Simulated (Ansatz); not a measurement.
Ansatz (a first-principles code) run on LiZn3 (Fm-3m, 4 atoms in the cell): relaxation of cell and atoms.

Method: LDA (PW92), default PAW files made with PBE (plane waves; Ansatz).

The change in words: atoms on their sites; relax: default → cell and atoms. Reference geometry:
```
LiZn3
1.0
    0.00000     3.02014     3.02014
    3.02014     0.00000     3.02014
    3.02014     3.02014     0.00000
Li Zn
1 3
Cartesian
  0.00000   0.00000   0.05000
  1.51007   1.51007   1.51007
  4.53021   4.53021   4.53021
  3.02014   3.02014   3.02014
```

Reference input (self-consistent single point, DFT, LDA (PW92), plane waves, default PAW files made with PBE): basis.ecutwfc = 30.9 Ry; kpoints.mp_grid.grid = 8 8 8; hamiltonian.xc = lda; hamiltonian.pseudopotentials = {kind: paw} (the program's default PAW files); scf.occupations.method = gaussian; scf.occupations.width = 0.0073 Ry. This run's input differs from it in these lines:

```diff
@@ -7,3 +7,3 @@
   atoms:
-    - { symbol: Li, position: [0.008278, 0.008278, -0.008278] }
+    - { symbol: Li, position: [0.000000, 0.000000, 0.000000] }
     - { symbol: Zn, position: [0.250000, 0.250000, 0.250000] }
@@ -20,2 +20,4 @@
   occupations: { method: gaussian, width: 0.0073 Ry }
+relax:
+  cell: {}
 output:
```

Log, with long lists cut:

```
   [... SCF lines of the steps left out ...]
relax step   1: F+E_penalty+E_count = -9941.08792754 eV  Δ(F+E_penalty+E_count) = +0.000e0 eV  max|allowed force component| = 1.793e-17 eV/Å  Δτ_max = 0.0000 Å  P = -4.938 GPa  Ω = 55.095 Å³  (7 SCF iters, dr2 threshold 1.00e-7 eV, accepted)
relax step   2: F+E_penalty+E_count = -9941.14591197 eV  Δ(F+E_penalty+E_count) = -5.798e-2 eV  max|allowed force component| = 9.021e-17 eV/Å  Δτ_max = 0.0000 Å  P = -1.945 GPa  Ω = 52.490 Å³  energy of the carried Pulay correction = +7.221e-4 eV  [...]
relax step   3: F+E_penalty+E_count = -9941.15418602 eV  Δ(F+E_penalty+E_count) = -8.274e-3 eV  max|allowed force component| = 3.715e-17 eV/Å  Δτ_max = 0.0000 Å  P = +0.427 GPa  Ω = 50.926 Å³  energy of the carried Pulay correction = +1.173e-3 eV  [...]
relax step   4: F+E_penalty+E_count = -9941.15444626 eV  Δ(F+E_penalty+E_count) = -2.602e-4 eV  max|allowed force component| = 5.320e-17 eV/Å  Δτ_max = 0.0000 Å  P = -0.026 GPa  Ω = 51.201 Å³  energy of the carried Pulay correction = +1.093e-3 eV  [...]
relax step   5: F+E_penalty+E_count = -9941.15338784 eV  Δ(F+E_penalty+E_count) = +1.058e-3 eV  max|allowed force component| = 9.483e-17 eV/Å  Δτ_max = 0.0000 Å  P = -0.026 GPa  Ω = 51.201 Å³  stress off target by 2.64e-2 GPa  SCF on the basis [...]
basis re-selected at this cell: Δ(F+E_penalty+E_count) = +1.058e-3 eV, ΔP = -0.000 GPa vs the last step
the relaxation is at rest under the 48 symmetry operations that the run kept from its start: a minimum is not shown …
Free energy (F): -9941.153388 eV
Internal energy: -9941.149240 eV  (E = F + TS)
E sigma→0 (E₀):  -9941.151314 eV
Entropy (-TS):   -0.004148 eV (-1.037 meV/atom)
Fermi energy:    10.586600 eV
--- Forces (eV/Å), atoms counted from 1 ---
  atom   1  Li    -0.00000000     0.00000000     0.00000000
   [... zero for the other atoms too ...]
   [... lines left out ...]
  cell:  # Å, volume = 51.2007 Å³
   [... lines left out ...]
    - [2.9472395438869308, -4.84060343125081e-34, 2.9472395438869308]
    - [2.9472395438869308, 2.9472395438869308, -1.0509204817847153e-34]
  atoms:
    - { symbol: Li, position: [4.819454327037459e-34, -4.616438160786753e-34, -3.196985660968424e-34] }
    - { symbol: Zn, position: [0.25, 0.25, 0.25] }
    - { symbol: Zn, position: [0.75, 0.75, 0.75] }
    - { symbol: Zn, position: [0.5, 0.5, 0.5] }
```

The run converged. 

Summary of the result:
- Free energy E − TS (on the zero of these files) = -9941.1534 eV
- Fermi level (on the code's own zero) = 10.59 eV
- Pressure = -0.03 GPa
- Final cell = a = b = c = 4.168 Å, α = β = γ = 60.00°
- Final volume per atom = 12.80 Å³
- Relaxation steps = 5

The starting cell comes from a database of computed structures (which also holds hypothetical and non-ambient phases and stackings), without a prior relaxation at this level. Its lattice was rescaled by up to half a per cent. The relaxation keeps the symmetry of its start, so its end need not be a minimum. Ansatz's pressure includes its estimate of the finite-basis (Pulay) stress.

Keys are those of Ansatz 0.2.
